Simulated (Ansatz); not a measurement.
# Pressure series in ZnSnN2

Consider ZnSnN₂ (space group Pna2_1, No. 33).

```
CELL_PARAMETERS angstrom
      5.83359     0.00000     0.00000
      0.00000     6.71310     0.00000
      0.00000     0.00000     5.46672
ATOMIC_POSITIONS crystal
  Zn 0.58300 0.87494 0.99907
  Zn 0.41700 0.12506 0.49907
  Zn 0.91700 0.37494 0.49907
  Zn 0.08300 0.62506 0.99907
  Sn 0.58841 0.37513 0.99934
  Sn 0.41159 0.62487 0.49934
  Sn 0.91159 0.87513 0.49934
  Sn 0.08841 0.12487 0.99934
  N  0.58341 0.37311 0.37942
  N  0.41659 0.62689 0.87942
  N  0.91659 0.87311 0.87942
  N  0.08341 0.12689 0.37942
  N  0.57885 0.87697 0.37217
  N  0.42115 0.12303 0.87217
  N  0.92115 0.37697 0.87217
  N  0.07885 0.62303 0.37217
```

Cell and atoms are relaxed at each pressure.

Calculations: plane-wave PAW DFT at the PBEsol level (Ansatz, an electronic-structure program, 420 eV), no spin-orbit coupling.

```json
[
 {"pressure (GPa)": "-2", "volume per atom (Å³/atom)": "13.569"},
 {"pressure (GPa)": "-1", "volume per atom (Å³/atom)": "13.473"},
 {"pressure (GPa)": "0", "volume per atom (Å³/atom)": "13.380"},
 {"pressure (GPa)": "0.3", "volume per atom (Å³/atom)": "13.354"},
 {"pressure (GPa)": "0.7", "volume per atom (Å³/atom)": "13.319"},
 {"pressure (GPa)": "1.5", "volume per atom (Å³/atom)": "13.247"},
 {"pressure (GPa)": "3", "volume per atom (Å³/atom)": "13.122"},
 {"pressure (GPa)": "7.5", "volume per atom (Å³/atom)": "?"},
 {"pressure (GPa)": "10", "volume per atom (Å³/atom)": "12.610"}
]
```

Q: Fit the third-order Birch–Murnaghan form P(V) = (3B₀/2)[(V₀/V)^(7/3) − (V₀/V)^(5/3)]·[1 + (3/4)(B₀′ − 4)((V₀/V)^(2/3) − 1)] (squares taken in P) to the rows shown and predict the withheld row.

A: Least squares on the printed values gives V₀ = 13.380 Å³/atom, B₀ = 147 GPa, B₀′ = 4.5; this predicts 12.781 Å³/atom, and the run gives 12.780 Å³/atom, in agreement.

Load acts through the strain it causes; cell and atoms are relaxed under it. No phonon test of stability was made. Competing high-pressure phases were not computed.
